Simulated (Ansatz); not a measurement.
Start from HfO2 (space group P4_2/nmc, No. 137; a = 3.5768 Å, c = 5.2026 Å).

Structures relaxed with plane-wave PAW DFT at the r2SCAN level (Ansatz, an electronic-structure program, 500 eV), no spin-orbit coupling.

Base:

Simulated powder pattern, Cu Kα, λ = 1.54184 Å (kinematic, ideal powder, no thermal factors, no anomalous dispersion; the 10 strongest lines at most, above 2 %, up to 2θ = 90°):

| 2θ (°) | I/Imax (%) | hkl |
|---|---|---|
| 30.32 | 100 | (101) |
| 34.48 | 13 | (002) |
| 35.49 | 22 | (110) |
| 50.32 | 32 | (112) |
| 51.07 | 16 | (200) |
| 59.21 | 16 | (103) |
| 60.56 | 30 | (211) |
| 63.08 | 10 | (202) |
| 81.94 | 13 | (213) |
| 83.11 | 6.2 | (301) |

Modification: a hydrostatic pressure of 3 GPa.

How do the reflections move or split?


Simulated powder pattern, Cu Kα, λ = 1.54184 Å (kinematic, ideal powder, no thermal factors, no anomalous dispersion; the 10 strongest lines at most, above 2 %, up to 2θ = 90°):

| 2θ (°) | I/Imax (%) | hkl |
|---|---|---|
| 30.48 | 100 | (101) |
| 34.74 | 13 | (002) |
| 35.63 | 22 | (110) |
| 50.62 | 32 | (112) |
| 51.27 | 16 | (200) |
| 59.65 | 16 | (103) |
| 60.83 | 30 | (211) |
| 63.43 | 10 | (202) |
| 82.48 | 13 | (213) |
| 83.51 | 6.2 | (301) |

The indices refer to the base's conventional cell; one index is shown for lines that coincide.

Load acts through the strain it causes; cell and atoms are relaxed under it. Whether these cells are dynamically stable was not tested. This is not the structure that HfO2 has at room temperature and ambient pressure.
